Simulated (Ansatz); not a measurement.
Consider WC (space group P-6m2, No. 187; a = 2.9127 Å, c = 2.8354 Å; relaxed with 0.1 eV smearing). Axes: x lies along a and z along c of the hexagonal cell.

Computed with Ansatz (a program for electronic structure), r2SCAN, PAW, cutoff 500 eV, no spin-orbit coupling.

The change: the cell is stretched by 2.50 % along z with no lateral relaxation, atoms relaxed at fixed cell.

Predict the stress tensor and what it implies for the stiffness.

Stress of the strained cell less that of the base (GPa, compression positive):
```
   -3.9     0.0     0.0
    0.0    -3.9     0.0
    0.0     0.0   -23.1
```

Then −Δσ_ii/ε with ε = 0.0250 gives secant stiffness values (nonlinear terms included at this strain): C33 ≈ 922 GPa, C13 ≈ 158 GPa and C23 ≈ 158 GPa.

As a check, the harmonic strain energy −½ V₀ Δσ:ε is 19 meV/atom; the computed energy rise is 19 meV/atom.

Whether these cells are dynamically stable was not tested. All final runs are without spin polarisation.
